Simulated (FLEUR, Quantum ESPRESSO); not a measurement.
A FLEUR input for a self-consistent single point of RuAl (Pm-3m, 2 atoms in the cell) (DFT, LDA (Perdew-Zunger), all-electron FLAPW (FLEUR), scalar-relativistic valence):

Input of the input generator:

```
RuAl crystal
&input film=f /
1.0000000000 0.0000000000 0.0000000000
0.0000000000 1.0000000000 0.0000000000
0.0000000000 0.0000000000 1.0000000000
5.6531062532
1.0 1.0 1.0

2
13 0.5000000000 0.5000000000 0.5000000000
44 0.0000000000 0.0000000000 0.0000000000

&comp jspins=1 /
&exco xctyp='pz' /
&kpt div1=9 div2=9 div3=9 /
&end /
```

```xml
<?xml version="1.0" encoding="UTF-8" standalone="no"?>
<fleurInput fleurInputVersion="0.39">
   <comment>
      RuAl crystal                                                                                        
   </comment>
   <calculationSetup>
      <cutoffs Kmax="4.5" Gmax="18.0" GmaxXC="18.0" numbands="0"/>
      <scfLoop itmax="100" minDistance="0.00001" maxIterBroyd="15" imix="Anderson" alpha="0.05" precondParam="0.0" spinf="2.0"/>
      <coreElectrons ctail="T" frcor="F" kcrel="0" coretail_lmax="0"/>
      <xcFunctional name="pz" relativisticCorrections="F"/>
      <magnetism jspins="1"/>
      <soc l_soc="F" theta="0.0" phi="0.0" spav="F"/>
      <expertModes spex="0" secvar="F"/>
      <geometryOptimization l_f="T" forcealpha="1.0" forcemix="BFGS" epsdisp="0.00001" epsforce="0.00001"/>
      <ldaU l_linMix="F" mixParam="0.05" spinf="1.0"/>
   </calculationSetup>
   <cell>
      <bzIntegration valenceElectrons="17.0" mode="gauss" fermiSmearingEnergy="0.00999582">
         <kPointListSelection listName="default-1"/>
         <!-- k-points included here -->
         <xi:include xmlns:xi="http://www.w3.org/2001/XInclude" href="kpts.xml"> </xi:include>
      </bzIntegration>
      <!-- symmetry operations included here -->
      <xi:include xmlns:xi="http://www.w3.org/2001/XInclude" href="sym.xml"> </xi:include>
      <bulkLattice scale="1.0">
         <bravaisMatrix>
            <row-1>    5.6531062531999998     0.0000000000000000     0.0000000000000000</row-1>
            <row-2>    0.0000000000000000     5.6531062531999998     0.0000000000000000</row-2>
            <row-3>    0.0000000000000000     0.0000000000000000     5.6531062531999998</row-3>
         </bravaisMatrix>
      </bulkLattice>
   </cell>
   <atomSpecies>
      <species name="Aluminum (Al)" element="Al" atomicNumber="13">
         <mtSphere radius="1.80" gridPoints="621" logIncrement="0.018"/>
         <atomicCutoffs lmax="8" lnonsphr="6"/>
         <electronConfig flipSpins="F">
            <coreConfig>(1s1/2) (2s1/2) (2p1/2) (2p3/2)</coreConfig>
            <valenceConfig>(3s1/2) (3p1/2) (3p3/2)</valenceConfig>
            <stateOccupation state="(3p1/2)" spinUp="0.1666666666667" spinDown="0.1666666666667"/>
            <stateOccupation state="(3p3/2)" spinUp="0.3333333333333" spinDown="0.3333333333333"/>
         </electronConfig>
         <energyParameters s="3" p="3" d="3" f="4"/>
      </species>
      <species name="Ruthenium (Ru)" element="Ru" atomicNumber="44">
         <mtSphere radius="2.68" gridPoints="925" logIncrement="0.014"/>
         <atomicCutoffs lmax="10" lnonsphr="8"/>
         <electronConfig flipSpins="F">
            <coreConfig>(1s1/2) (2s1/2) (2p1/2) (2p3/2) (3s1/2) (3p1/2) (3p3/2) (4s1/2) (3d3/2) (3d5/2)</coreConfig>
            <valenceConfig>(4p1/2) (4p3/2) (5s1/2) (4d3/2) (4d5/2)</valenceConfig>
            <stateOccupation state="(5s1/2)" spinUp="0.5" spinDown="0.5"/>
            <stateOccupation state="(4d3/2)" spinUp="1.4" spinDown="1.4"/>
            <stateOccupation state="(4d5/2)" spinUp="2.1" spinDown="2.1"/>
         </electronConfig>
         <energyParameters s="5" p="5" d="4" f="4"/>
         <lo type="SCLO" l="1" n="4" eDeriv="0"/>
      </species>
   </atomSpecies>
   <atomGroups>
      <atomGroup species="Aluminum (Al)">
         <relPos label="                   1">1.000/2.000 1.000/2.000 1.000/2.000</relPos>
         <force calculate="T" relaxXYZ="TTT"/>
      </atomGroup>
      <atomGroup species="Ruthenium (Ru)">
         <relPos label="                   2">.0000000000 .0000000000 .0000000000</relPos>
         <force calculate="T" relaxXYZ="TTT"/>
      </atomGroup>
   </atomGroups>
   <output dos="F" band="F" slice="F">
      <checks vchk="F" cdinf="F"/>
      <bandDOS minEnergy="-.5*Htr" maxEnergy="0.5*Htr" sigma="0.015" storeEVData="T"/>
      <vacuumDOS vacdos="F" integ="F" star="F" nstars="0" locx1="0.0" locy1="0.0" locx2="0.0" locy2="0.0" nstm="0" tworkf="0.0"/>
      <unfoldingBand unfoldBand="F" supercellX="1" supercellY="1" supercellZ="1"/>
      <plotting iplot="0" polar="F">
         <plot TwoD="T" vec1="  1.0  0.0  0.0" vec2="  0.0  1.0  0.0" vec3="  0.0  0.0  1.0" zero="  0.0  0.0  0.0" file="plot"/>
      </plotting>
      <chargeDensitySlicing numkpt="0" minEigenval="0.0" maxEigenval="0.0" nnne="0" pallst="F"/>
      <specialOutput eonly="F"/>
      <magneticCircularDichroism mcd="F" energyLo="-10.0" energyUp="0.0"/>
   </output>
  <!-- We include the file relax.xml here to enable relaxations (see documentation) -->
  <xi:include xmlns:xi="http://www.w3.org/2001/XInclude" href="relax.xml"> <xi:fallback/> </xi:include>
</fleurInput>
```

Question: Write the same calculation as an input for Quantum ESPRESSO.

Answer: This is the input that was run; spellings and numerical settings could be chosen otherwise.

```fortran
&control
 calculation = 'scf'
 prefix = 'scf'
 outdir = './out'
 pseudo_dir = './'
 tprnfor = .true.
 tstress = .true.
/
&system
 ibrav = 0
 nat = 2
 ntyp = 2
 ecutwfc = 40
 ecutrho = 320
 occupations = 'smearing'
 smearing = 'gauss'
 degauss = 0.019992
/
&electrons
 conv_thr = 1e-10
/
ATOMIC_SPECIES
Al    26.9815  al_lda_v1.uspp.F.UPF
Ru   101.0700  ru_lda_v1.2.uspp.F.UPF
ATOMIC_POSITIONS crystal
Al    0.5000000000    0.5000000000    0.5000000000
Ru    0.0000000000    0.0000000000    0.0000000000
K_POINTS automatic
9 9 9  0 0 0
CELL_PARAMETERS angstrom
   2.9914950000     0.0000000000     0.0000000000
   0.0000000000     2.9914950000     0.0000000000
   0.0000000000     0.0000000000     2.9914950000
```

Basis, cutoffs, solver keys and any potentials are the target program's own. This input uses DFT, LDA (PZ), plane waves, GBRV 1.5 ultrasoft (LDA) pseudopotentials. LDA parametrisations can differ slightly between programs.

The starting cell has typed, rounded lattice constants, without a prior relaxation at this level. Its lattice was rescaled by a random factor within 2.5 % of one.
